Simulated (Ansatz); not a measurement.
Where the default PAW files enter, the runs use the earlier of Ansatz's two default sets.

Data:

```xyz
4
Lattice="2.5050 0.0000 0.0000 0.0000 6.6607 0.0000 1.2525 0.0000 2.1694" Properties=species:S:1:pos:R:3 pbc="T T T"
B      0.0000     1.6652     0.0000
B      0.0000     4.9955     0.0000
N      2.5050     4.9955     1.4463
N      1.2525     1.6652     0.7231
```

Space group of this cell: P6_3/mmc. The cell was relaxed by PBE-D3(BJ); by r2SCAN its mean pressure is -1.3 GPa.

Transport runs along the normal of the first two printed cell vectors, the (100) plane of the conventional cell.

The gap is the functional's own, uncorrected, and κ follows it; spin-orbit coupling is left out. Mid-gap values are interpolated between the computed energies.

Question: Compute, with Ansatz (an electronic-structure program) with r2SCAN, the band gap and the smallest decay constant κ at mid-gap.

Answer: Gap 4.32 eV on a 14×6×14 mesh; κ = 0.335 1/Å, at (0.000, 0.500) of the in-plane reciprocal vectors. At the zone centre, at the nearest computed energy, the slowest state has κ = 0.35 1/Å.
